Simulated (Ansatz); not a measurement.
InSb: strain along the normal

InSb (zinc blende, F-43m, 34.628 Å³/atom at rest) under an equal strain ε in the (001) plane with the normal axis free, as in a coherent film. PBEsol in Ansatz, a plane-wave DFT program (PAW, default set), 420 eV, 12×12×12 Γ-centred mesh, Fermi-Dirac smearing 0.05 eV; ions are relaxed within the symmetry of each cell.

Here s stands for strain and y for normal strain.

```
strain (%)  normal strain (%)
----------  -----------------
-1.50                    1.63
-1.00                    1.09
-0.50                    0.55
0.00                     0.00
0.50                    -0.56
1.00                    -1.12
1.50                    -1.66
3.00                        ?
```

Question: Using a straight line, estimate the missing y at s = 3.00 from the other rows, showing the fit.

Answer: Means: s 0, y -0.010. About the means, the sum of products is -7.7000 and the sum of squares of s is 7.0000; the slope is their ratio. Least squares gives y = -0.010 - 1.1000·s. Residuals (row less fit): -0.010, 0.000, 0.010, 0.010, 0.000, -0.010, 0.000; standard error 0.009 (degrees of freedom: 5). The slope, -1.10 ± 0.00, is the elastic response of the normal axis, −2C12/C11 for this plane. At the withheld row, y = -0.010 - 1.1000 × 3.0 = -3.310%. The calculation gives -3.37%, 0.060% below the prediction (1.2 % of the range of y in the table). The row lies outside the fitted rows, so this is an extrapolation. From the scatter of the fitted rows alone, a prediction at this place has a standard error of 0.014%, so the miss is 4.3 times that.

One order more, fitted to all 13 runs of the series, follows each within 0.01, so the miss is the next term of a smooth law. This level leaves no gap over 0.05 eV at strain -1.50, -1.00, -0.50, 0.00, where the mesh may be coarse. Rows are the converged runs of the series near zero and its far end; series whose fitted rows scatter by over a few per cent of the range, as at a crossing or softening among them, aren't shown in this form. Most that stay on the fit to the last digits aren't either.
